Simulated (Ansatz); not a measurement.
Start from SnO₂ in the rutile structure (space group P4_2/mnm, No. 136; a = 4.759 Å, c = 3.200 Å). Axes: x, y, z lie along a, b, c of the conventional cell.

All numbers come from Ansatz (a quantum-chemistry and plane-wave program) r2SCAN, no spin-orbit coupling, earlier PAW set.

One thing is altered: uniaxial strain ε_xx = +1.63 %, all other strain components held at zero, atoms relaxed at fixed cell.

Question: Predict the stress tensor and what it implies for the stiffness.

Answer: Stress of the strained cell less that of the base (GPa, compression positive):
```
  -4.01    0.00    0.00
   0.00   -2.64    0.00
   0.00    0.00   -2.36
```

Then −Δσ_ii/ε with ε = 0.0163 gives secant stiffness values (nonlinear terms included at this strain): C11 ≈ 246 GPa, C12 ≈ 162 GPa and C13 ≈ 145 GPa.

Whether these cells are dynamically stable was not tested. The base started in Pnnm and relaxed to P4_2/mnm at this level.
